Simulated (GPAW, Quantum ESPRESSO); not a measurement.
A GPAW input for a relaxation of cell and atoms of Ba (Im-3m, 1 atom in the cell) (DFT PBE, plane waves, GPAW PAW datasets PBE (gpaw-data 1.0.1)):

```python
from ase import Atoms
from ase.filters import FrechetCellFilter
from ase.optimize import LBFGS
from ase.units import GPa
from gpaw import GPAW, PW

atoms = Atoms(['Ba'],
              cell=[[-2.507992, 2.507992, 2.507992],
                    [2.507992, -2.507992, 2.507992],
                    [2.507992, 2.507992, -2.507992]],
              positions=[[0.000000, 0.000000, 0.000000]],
              pbc=True)

calc = GPAW(mode=PW(600),
            xc='PBE',
            kpts={'size': (8, 8, 8), 'gamma': True},
            occupations={'name': 'methfessel-paxton', 'width': 0.1, 'order': 0},
            nbands=-7,
            convergence={'forces': 0.001, 'density': 1e-05},
            symmetry={'symmorphic': False, 'tolerance': 0.0005},
            maxiter=100,
            txt='-')

atoms.calc = calc

target = FrechetCellFilter(atoms)

opt = LBFGS(target, logfile='-')
converged = opt.run(fmax=0.02, steps=40)
print('Relaxation converged:', converged)
print('Cell:', atoms.cell.cellpar().round(4))
print(atoms.get_scaled_positions().round(5))

energy = atoms.get_potential_energy()
print('Energy (eV):', round(energy, 6))
forces = atoms.get_forces()
print('Forces (eV/Ang):')
print(forces.round(5))
stress = atoms.get_stress()
print('Stress (GPa, Voigt):', (stress / GPa).round(4))
```

### Question
Translate this input to Quantum ESPRESSO.

### Answer
This is the input that was run; spellings and numerical settings could be chosen otherwise.

```fortran
&control
  calculation = 'vc-relax',
  prefix = 'ba',
  outdir = './work',
  pseudo_dir = './',
/
&system
  ibrav = 0,
  nat = 1,
  ntyp = 1,
  ecutwfc = 45,
  ecutrho = 270,
  occupations = 'smearing',
  smearing = 'gaussian',
  degauss = 0.0073499,
/
&electrons
  conv_thr = 1.0e-11,
/
&ions
/
&cell
/
ATOMIC_SPECIES
Ba   137.3270  Ba.pbe-spn-kjpaw_psl.1.0.0.UPF
CELL_PARAMETERS bohr
  -4.7394180027     4.7394180027     4.7394180027
   4.7394180027    -4.7394180027     4.7394180027
   4.7394180027     4.7394180027    -4.7394180027
ATOMIC_POSITIONS crystal
Ba    0.0000000000    0.0000000000    0.0000000000
K_POINTS automatic
8 8 8  0 0 0
```

Basis, cutoffs, solver keys and any potentials are the target program's own. This input uses DFT, PBE, plane waves, PSlibrary PAW (PBE) pseudopotentials.

The starting cell has typed, rounded lattice constants, without a prior relaxation at this level. Its lattice was rescaled by a random factor within 2.5 % of one.
